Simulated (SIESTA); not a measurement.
Worked example: self-consistent single point of CoNiGe (P6_3/mmc, 6 atoms in the cell) in SIESTA.

Computed with LDA PW92, numerical atomic orbitals DZP, PseudoDojo LDA standard norm-conserving potentials (rewritten from UPF to PSML) (SIESTA).

```xyz
6
Lattice="3.9941 0.0000 0.0000 -1.9971 3.4590 0.0000 0.0000 0.0000 5.0823" Properties=species:S:1:pos:R:3 pbc="T T T"
Co     0.0000     0.0000     2.5412
Co     0.0000     0.0000     0.0000
Ni     0.0000     2.3060     3.8118
Ni     1.9971     1.1530     1.2706
Ge     0.0000     2.3060     1.2706
Ge     1.9971     1.1530     3.8118
```

Reference input (self-consistent single point, DFT, GGA PBEsol, numerical atomic orbitals DZP, PseudoDojo PBEsol standard norm-conserving potentials (rewritten from UPF to PSML)): XC.functional = GGA; XC.authors = PBEsol; potentials = PseudoDojo PBEsol standard; PAO.BasisSize = DZP; PAO.EnergyShift = 0.01 Ry; MeshCutoff = 400 Ry; kgrid.MonkhorstPack = 9 9 6; OccupationFunction = FD; ElectronicTemperature = 1160.45 K; MaxSCFIterations = 150; SCF.Mixer.Method = Pulay; SCF.Mixer.Weight = 0.25. This run's input differs from it in these lines:

```diff
@@ -1,2 +1,2 @@
-# files in the folder: Co.psml Ni.psml Ge.psml (PseudoDojo PBEsol standard)
+# files in the folder: Co.psml Ni.psml Ge.psml (PseudoDojo LDA standard)
 SystemName  CoNiGe
@@ -27,4 +27,4 @@
 
-XC.functional                GGA
-XC.authors                   PBEsol
+XC.functional                LDA
+XC.authors                   PW92
 PAO.BasisSize                DZP
```

Log, with long lists cut:

```
        iscf     Eharris(eV)        E_KS(eV)     FreeEng(eV)     dDmax    Ef(eV) dHmax(eV)
   scf:    1   -22215.807018   -22271.176629   -22271.338432  1.858906 -2.065897 21.171588
   scf:    2   -22242.620610   -22279.230038   -22279.421090  0.683351 -3.919274 14.081142
   scf:    3   -22235.164537   -22280.833884   -22280.982188  0.258493 -4.424472 13.246522
   scf:    4   -22289.905220   -22292.876818   -22293.042951  0.148694 -4.066775  1.979650
   scf:    5   -22288.052387   -22291.855450   -22292.023705  0.066941 -4.086687  4.758205
   [... 4 lines left out ...]
   scf:   10   -22293.264538   -22293.264556   -22293.435203  0.000164 -4.122314  0.003100
   scf:   11   -22293.264481   -22293.264519   -22293.435204  0.000200 -4.122515  0.003246
   scf:   12   -22293.264532   -22293.264526   -22293.435204  0.000055 -4.122475  0.001851
   scf:   13   -22293.264508   -22293.264517   -22293.435205  0.000065 -4.122565  0.000242
SCF Convergence by DM+H criterion
max |DM_out - DM_in|         :     0.0000648679
max |H_out - H_in|      (eV) :     0.0002423736
SCF cycle converged after 13 iterations

Using DM_out to compute the final energy and forces

siesta: E_KS(eV) =           -22293.2645

siesta: E_KS - E_eggbox =    -22293.2645

siesta: Atomic forces (eV/Ang):
     1   -0.000000   -0.000000   -0.000001
     2    0.000000    0.000000    0.000001
     3    0.000066   -0.000039    0.000003
     4   -0.000066    0.000039   -0.000003
     5    0.000048   -0.000029    0.000005
     6   -0.000048    0.000030   -0.000005
   Tot    0.000000    0.000000   -0.000000
   Max    0.000066
   Res    0.000032    sqrt( Sum f_i^2 / 3N )
   Max    0.000066    constrained

   [... lines left out ...]
siesta: FreeEng =    -22293.435205
   [... lines left out ...]
siesta:     0.080046   -0.000001    0.000000
siesta:    -0.000001    0.080044   -0.000000
siesta:    -0.000000   -0.000000    0.067182

siesta: Cell volume =         70.216070 Ang**3

siesta: Pressure (static):
siesta:                Solid            Molecule  Units
siesta:          -0.00082510         -0.00082509  Ry/Bohr**3
siesta:          -0.07575741         -0.07575592  eV/Ang**3
siesta:        -121.37675864       -121.37436167  kBar
```

The run converged in 13 iterations. Against the reference run the pressure goes from -6.21 to -12.14 GPa.

The starting cell comes from a database of computed structures (which also holds hypothetical and non-ambient phases and stackings), without a prior relaxation at this level. Spin polarisation is off. Values carry the incompleteness of an atom-centred basis. With a pressure of about -12 GPa the cell is away from its equilibrium volume at this level.

Cost on one core of a shared machine: roughly 70 s.
